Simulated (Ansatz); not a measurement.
```
CELL_PARAMETERS angstrom
      0.00000     3.02077     3.02077
      3.02077     0.00000     3.02077
      3.02077     3.02077     0.00000
ATOMIC_POSITIONS crystal
  Se 0.00000 0.00000 0.00000
  Pb 0.50000 0.50000 0.50000
```

At this level the gap is small or closed, and a narrow smearing was used. Spin-orbit coupling is not included.

Q: List the harmonic phonon frequencies (cm⁻¹; finite displacements on a 6×6×6 mesh, LDA in Ansatz, an electronic-structure program, k mesh 12×12×12, fermi-dirac smearing of 0.03 eV) at q = (0.000, 0.167, 0.333), (0.000, 0.167, -0.333), (0.000, 0.333, -0.333), in fractions of this cell's reciprocal vectors. At Γ leave out the LO-TO shift.

A: 
- (0.000, 0.167, 0.333): 38, 42, 74, 101, 114, 141
- (0.000, 0.167, -0.333): 47, 56, 88, 111, 126, 143
- (0.000, 0.333, -0.333): 47, 51, 79, 94, 118, 134

The PAW data sets were generated under PBE and serve the other functionals too.
